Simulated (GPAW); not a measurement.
Band structure of Si₂W (I4/mmm, 3 atoms in the cell).

```xyz
3
Lattice="-1.5730 1.5730 3.8175 1.5730 -1.5730 3.8175 1.5730 1.5730 -3.8175" Properties=species:S:1:pos:R:3 pbc="T T T"
Si     0.0000     0.0000     2.5577
Si     0.0000     0.0000     5.0774
W      0.0000     0.0000     0.0000
```

Level of theory: PBE, GPAW PAW datasets PBE (gpaw-data 1.0.1) (plane waves; GPAW).

Settings: mode = pw; ecut = 600 eV; xc = PBE; kpts = 15 15 15; mesh shift (steps) = 0 0 0; occupations.name = fermi-dirac; occupations.width = 0.05 eV; nbands = -9; convergence.forces = 0.001 eV/Å; symmetry.symmorphic = false; symmetry.tolerance = 0.0005; maxiter = 150; bandpath_npoints = 40.

The starting cell comes from a database of computed structures (which also holds hypothetical and non-ambient phases and stackings), without a prior relaxation at this level. Its lattice was rescaled by a random factor within 2.5 % of one. Spin-orbit coupling is off. Spin polarisation is off.

Levels in eV from the Fermi level, bands 8 to 15:
```tsv
point	8	9	10	11	12	13	14	15
Γ	-3.59	-3.03	-3.03	0.66	2.70	3.21	3.23	3.23
X	-5.44	-5.25	-3.49	-1.79	3.16	3.27	3.48	4.24
Y	-5.35	-4.12	-3.34	-2.41	2.26	2.26	3.39	5.57
S	-3.28	-2.91	-2.56	-0.38	1.83	2.64	3.68	4.72
Z	-2.74	-0.84	-0.84	-0.52	-0.52	0.87	4.92	5.76
S1	-3.28	-2.91	-2.56	-0.38	1.83	2.64	3.68	4.72
N	-5.06	-3.02	-2.97	-0.51	2.93	2.98	4.15	5.06
P	-6.81	-3.05	-2.53	-2.53	0.36	3.27	4.05	4.30
Y1	-5.35	-4.12	-3.34	-2.41	2.26	2.26	3.39	5.57
```

Bands cross the Fermi level along this path, so the cell is metallic at this level.
